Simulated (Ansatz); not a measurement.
Consider BP in the zinc blende structure (space group F-43m, No. 216; a = 4.520 Å). Axes: x, y, z lie along the cube axes.

Now apply this change: uniaxial stress, 2 GPa tension along z, with the cell and atoms free to relax against it.

Levels (all Ansatz, a quantum-chemistry and plane-wave program, PAW): PBEsol (420 eV, scalar-relativistic without spin-orbit coupling); r2SCAN (500 eV, no spin-orbit coupling); HSE06 (420 eV, without spin-orbit coupling).

At the geometry relaxed with PBEsol, these levels gave the following band gaps, in shuffled order: (a) 1.36 eV, (b) 1.08 eV, (c) 1.91 eV.

Problem. Match each gap to its level.

Solution. (a) r2SCAN; (b) PBEsol; (c) HSE06.

Single points use the geometry relaxed with PBEsol. The hybrid gap comes from the SCF mesh plus the semilocal run's edge points and a few special points and is an upper bound. Load acts through the strain it causes; cell and atoms are relaxed under it. Stability under load was not tested beyond the relaxation.
